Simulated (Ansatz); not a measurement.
Start from Mg2Sn (space group Fm-3m, No. 225).

```xyz
3
Lattice="0.0000 3.3730 3.3730 3.3730 0.0000 3.3730 3.3730 3.3730 0.0000" Properties=species:S:1:pos:R:3 pbc="T T T"
Sn     0.0000     0.0000     0.0000
Mg     1.6865     1.6865     1.6865
Mg     5.0595     5.0595     5.0595
```

All numbers come from Kohn–Sham DFT with the PBEsol functional, run in Ansatz (a program for electronic structure) with PAW and 420 eV plane waves, spin-orbit coupling left out.

Before the change:

Pressure: 0.0 GPa
Band gap: zero

The change: the cell is scaled by 1.0546 in all directions; the atoms relax in the strained cell.

Q: Estimate the effect on the energy relative to the base.

A: The energy goes up by 78 meV/atom.

Q: Predict the new pressure.

A: The pressure goes from zero to -4.9 GPa.

Q: What does the calculation give for the band gap after the change?

A: The band gap is still zero.

No phonon test of stability was made.
